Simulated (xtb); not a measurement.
xtb 6.7.1, GFN2-xTB: Ta(NMe)(OH)2(OMe) (C[N]=[Ta]([OH])([OH])[O]C), 15 atoms. The geometry is a generated start, not checked to be a minimum at this level.

```
Item                                                                                                            Value
------------------------  -------------------------------------------------------------------------------------------
method                                                                                                       GFN2-xTB
--acc                                                                                                     1 (default)
--etemp (K)                                                                                             300 (default)
detailed input (--input)  none: ANC optimiser, Lindh (1995) Hessian, microcycle=20, maxdispl=1.0, hlow=0.01 (default)
basis functions                                                                                                    42
valence electrons                                                                                                  44
```

```xyz
15

Ta     0.0836     0.5098     0.9560
N     -0.9345    -0.7619     0.2075
C     -1.7205    -1.8291    -0.2855
H     -1.1007    -2.5383    -0.8476
H     -2.1962    -2.3727     0.5389
H     -2.5073    -1.4559    -0.9521
O      0.9478    -0.2175     2.4865
H      1.5359     0.2157     3.1096
O     -1.0082     1.9942     1.3847
H     -1.8970     2.3488     1.3457
O      1.3878     0.9998    -0.3162
C      1.7735     0.8127    -1.6382
H      1.6096     1.7352    -2.2086
H      2.8378     0.5571    -1.6880
H      1.1884     0.0020    -2.0927
```

Charge 0 and multiplicity 1 are set for this test and not shown to be the ground state.

The structure is relaxed from this start with --opt LEVEL for the levels crude, sloppy, loose, lax, normal, tight, vtight, extreme, once each. Up to the end of the extreme run atoms move by at most 0.29 Å along an axis.

What is the loosest level that ends within 5 meV of the extreme run, and how many cycles does it take?

normal: 15 cycles against 22, ending 0.13 meV above.

```json
[
 {"level": "crude", "cycles": "1", "energy above the extreme run (meV)": "11", "gradient norm (eV/Å)": "0.12"},
 {"level": "sloppy", "cycles": "1", "energy above the extreme run (meV)": "11", "gradient norm (eV/Å)": "0.12"},
 {"level": "loose", "cycles": "1", "energy above the extreme run (meV)": "11", "gradient norm (eV/Å)": "0.12"},
 {"level": "lax", "cycles": "1", "energy above the extreme run (meV)": "11", "gradient norm (eV/Å)": "0.12"},
 {"level": "normal", "cycles": "15", "energy above the extreme run (meV)": "0.13", "gradient norm (eV/Å)": "0.038"},
 {"level": "tight", "cycles": "18", "energy above the extreme run (meV)": "0.023", "gradient norm (eV/Å)": "0.016"},
 {"level": "vtight", "cycles": "22", "energy above the extreme run (meV)": "under 0.01", "gradient norm (eV/Å)": "0.0021"},
 {"level": "extreme", "cycles": "22", "energy above the extreme run (meV)": "—", "gradient norm (eV/Å)": "0.0021"}
]
```
